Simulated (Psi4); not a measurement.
Psi4 1.11, BP86/def2-tzvp: Zr(OEt)(H)3 (CC[O][ZrH3]), 12 atoms. The geometry is a generated start, not checked to be a minimum at this level.

```
Property                                             Result
--------------------------  -------------------------------
task                                                 energy
method                                                 bp86
basis                                             def2-tzvp
memory                                                 3 GB
maxiter                                                 100
keys of the molecule block                      symmetry c1
scf_type                                       df (default)
guess                        auto, which took SAD (default)
scf_initial_accelerator                     adiis (default)
e_convergence                               1e-06 (default)
d_convergence                               1e-06 (default)
dft_radial_points                              75 (default)
dft_spherical_points                          302 (default)
effective core potentials   those of the basis set, past Kr
basis functions                                         181
grid points                                          259307
```

```xyz
12

Zr     1.0508     0.4331     1.8920
O      0.1736    -0.5024     0.5045
C     -0.2988     0.2010    -0.6045
C     -0.9381    -0.7599    -1.6087
H     -1.0608     0.9443    -0.2740
H      0.5518     0.7334    -1.0938
H     -1.7662    -1.2778    -1.1287
H     -1.3042    -0.2232    -2.4795
H     -0.2006    -1.4968    -1.9194
H      2.5629     1.2314     1.1126
H     -0.1858     1.7028     2.5233
H      1.4154    -0.9859     3.0760
```

Charge 0 and multiplicity 1 are set for this test and not shown to be the ground state.

One run each on 2 threads. Values of diis_max_vecs tried: 3, 6, 10 (default), 20.

Problem. How does the count of SCF iterations change with diis_max_vecs, and where is it least?

Solution. Fewest SCF iterations, within one of each other: 6 with 11, 10 (default) with 11, 20 with 11. The count rises to 27 at 3. All converge to one solution.

| diis_max_vecs | SCF iterations | end |
|---|---|---|
| 3 | 27 | same solution |
| 6 | 11 | same solution |
| 10 (default) | 11 | same solution |
| 20 | 11 | same solution |
